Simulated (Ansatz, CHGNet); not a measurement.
For SiO2 (P4₁2₁2, No. 92), the machine-learned potential CHGNet-r²SCAN (trained on r²SCAN data) gives:

```
Item                  Result
-------------------  -------
lattice constant a   4.978 Å
lattice parameter c  6.913 Å
```

Task: What does r²SCAN-D4 (Ansatz, a first-principles code, PAW) give for the same quantities?

Result: 
- lattice constant a: 4.919 Å (drops by 1.2 %)
- lattice parameter c: 6.792 Å (shrinks by 1.8 %)

Changes are worked out from the printed values.

Unless a cell is named, each level is at its own relaxed cell (CHGNet-r²SCAN 14.27, r²SCAN-D4 13.70 Å³/atom).

Ansatz's density-functional and Hartree–Fock values are scalar-relativistic unless marked +SOC, with PAW data made under PBE.
